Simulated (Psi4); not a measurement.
Psi4 1.11, unrestricted BP86/def2-tzvp: Co(OH)2 ([OH][Co][OH]), charge 0, multiplicity 4, 5 atoms. The geometry is a generated start, not checked to be a minimum at this level.

* **task**: energy
* **method**: bp86
* **basis**: def2-tzvp
* **memory**: 3 GB
* **maxiter**: 100
* **keys of the molecule block**: symmetry c1
* **scf_type**: df (default)
* **e_convergence**: 1e-06 (default)
* **d_convergence**: 1e-06 (default)
* **dft_radial_points**: 75 (default)
* **dft_spherical_points**: 302 (default)
* **basis functions**: 119
* **grid points**: 109345

```xyz
5

Co    -0.0083    -0.0272    -0.0154
O      1.1621     0.0942    -1.1868
H      1.8873     0.3033    -1.7600
O     -1.1811    -0.1645     1.1514
H     -1.8600    -0.2058     1.8108
```

Charge 0 and multiplicity 4 are set for this test and not shown to be the ground state.

With the defaults (diis_max_vecs = 10, diis = true, scf_initial_accelerator = adiis, damping_percentage = 0, guess = auto, which took SAD, soscf = false, diis_start = 1, level_shift = 0, level_shift_cutoff = 0.01) it converges in 16 SCF iterations. One run each on 2 threads, with these changes:
- guess = sadno
- scf_initial_accelerator = ediis
- diis_start = 4
- diis = false, scf_initial_accelerator = none, damping_percentage = 60
- diis_max_vecs = 3
- soscf = true
- guess = modhuckel
- level_shift = 0.5, level_shift_cutoff = 0.001
- guess = gwh

**Question.** Name the settings that don't reach the solution of the defaults.

**Answer.** No convergence: diis_max_vecs = 3; diis = false, scf_initial_accelerator = none, damping_percentage = 60 (the run ends without SCF convergence in 100 iterations). The rest reach the solution of the defaults.

```
setting                                                                SCF iterations  JK calls             end
---------------------------------------------------------------------  --------------  --------  --------------
guess = modhuckel                                                                  14        32   same solution
guess = sadno                                                                      15        15   same solution
scf_initial_accelerator = ediis                                                    15        16   same solution
the defaults                                                                       16        17   same solution
level_shift = 0.5, level_shift_cutoff = 0.001                                      17        18   same solution
guess = gwh                                                                        19        19   same solution
diis_start = 4                                                                     20        21   same solution
soscf = true                                                                       21        82   same solution
diis_max_vecs = 3                                                                 100       101  no convergence
diis = false, scf_initial_accelerator = none, damping_percentage = 60             100       101  no convergence
```

An SOSCF iteration holds several JK calls; a Hückel guess adds calls on atoms. 1 further run of the study ended by our limits or in an error and is left out.
